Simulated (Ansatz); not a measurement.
ErPt3 (Pm-3m, No. 221)

Calculation: LDA (PAW; Ansatz, an electronic-structure program).

Numerical settings: plane-wave cutoff 500 eV, 14×14×14 k mesh, Fermi–Dirac smearing 0.1 eV, spin-polarised start, scalar-relativistic PAW data made under PBE.

Cell (relaxed at this level):

Space group Pm-3m (No. 221); a = b = c = 4.0141 Å, α = β = γ = 90.00°

```csv
atom,site,symmetry,x,y,z
Er,1a,m-3m,0.0000,0.0000,0.0000
Pt,3c,4/mm.m,0.0000,0.5000,0.5000
```

| Quantity | Value |
|---|---|
| band gap | none |

Note: the magnetic order was assumed, not searched for or taken from measurement; the 4f shell is treated without U or exact exchange, so its levels and filling can be wrong.

Spin–orbit coupling is not included.

Static lattice: no zero-point or thermal effects.

Cost on a shared machine: very roughly 8 core-minutes.
